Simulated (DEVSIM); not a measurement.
Structure: abrupt GaAs p-n junction, at 300 K.

Layer 1 from the left is GaAs, thickness (μm) 0.330, Na (cm⁻³) 2.6e15, τn (s) 8.1e-8, τp (s) 8.1e-8. Layer 2 from the left is GaAs, thickness (μm) 14.0, Nd (cm⁻³) 1.3e14, τn (s) 8.1e-8, τp (s) 8.1e-8.

Left contact: ohmic. Right contact: ohmic. Voltage is applied to the left contact. Recombination: SRH at mid-gap, Auger. Mobility is μmin + (μ − μmin)/(1 + (N/Nref)^α).

Constants are typed, rounded textbook-type inputs, not results; the design itself was drawn at random and stands for no fabricated device. Values at 300 K.

GaAs: gap (eV) 1.424, affinity (eV) 4.07, permittivity 12.9, Nc (cm⁻³) 4.7e17, Nv (cm⁻³) 9e18, μn (cm²/Vs) 8500, μp (cm²/Vs) 400, μn,min 500, μp,min 20, Nref,n 6e16, Nref,p 1.5e17, αn 0.39, αp 0.38, Cn (cm⁶/s) 1e-30, Cp (cm⁶/s) 1e-30.

Q: Estimate by hand the built-in potential, the peak field at zero bias, the capacitance at -0.6 V, and compare with a numerical solution.

A: 
- Built-in potential: ni = √(Nc Nv) exp(−Eg/2kT) = 2250000 cm⁻³ with Eg = 1.424 eV; Vbi = kT/q ln(Na Nd/ni²) = 1.002 V; numerical 1.002 V.
- Peak field at zero bias: depletion approximation: W = √(2εVbi/(qN)) = 3.40 μm with N = 1.24e14 cm⁻³; field = 2Vbi/W = 5900 V/cm; numerical 5850 V/cm (estimate above by 0.81 %).
- Capacitance at -0.6 V: C = √(qεN / 2(Vbi + |V|)) = 2.66 nF/cm²; numerical 2.71 nF/cm² (estimate below by 1.7 %).

DEVSIM, 1D drift-diffusion, Boltzmann statistics, complete ionisation; no tunnelling, impact ionisation, image-force lowering or self-heating.
